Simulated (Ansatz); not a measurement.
GaAs: x(In) = 0.25, 8 atoms, I-42m

The parent structure is GaAs in the zinc blende structure (space group F-43m, No. 216; a = 5.746 Å).

The other end (x = 1) is InAs in the zinc blende structure (space group F-43m, No. 216): 29.60 Å³/atom, gap zero.

The change: In replaces 25.0 % of the Ga, ordered in a cell of 8 atoms (starting symmetry I-42m) and fully relaxed.

The values are results of PBE (Ansatz, an electronic-structure program; PAW; 420 eV plane waves; no spin-orbit coupling), not measurements. Settings: 8×8×8 k-points, 0.05 eV Fermi–Dirac smearing, for the changed cell.

* **Volume per atom**: 25.09 Å³ (base 23.71 Å³)
* **Density**: 5.16 g/cm³ (base 5.07 g/cm³)
* **Band gap**: zero (base 0.16 eV)
* **Mixing energy**: +0.01 eV/atom (to 0.01 eV only: unlike meshes or grids)
* **Deviation of the volume from the linear (Vegard-type) interpolation**: -0.4 %
* **Mean first-shell distances**: Ga–As 2.499 Å (end compound 2.488 Å), In–As 2.650 Å (end compound 2.679 Å)

Each cell is one ordered arrangement of few atoms, which overstates ordering effects compared with a random alloy. No phonon test of stability was made. The final runs are not spin-polarised. A zero or small gap of InGa3As4, GaAs and InAs can be the functional's error rather than a property of the material.
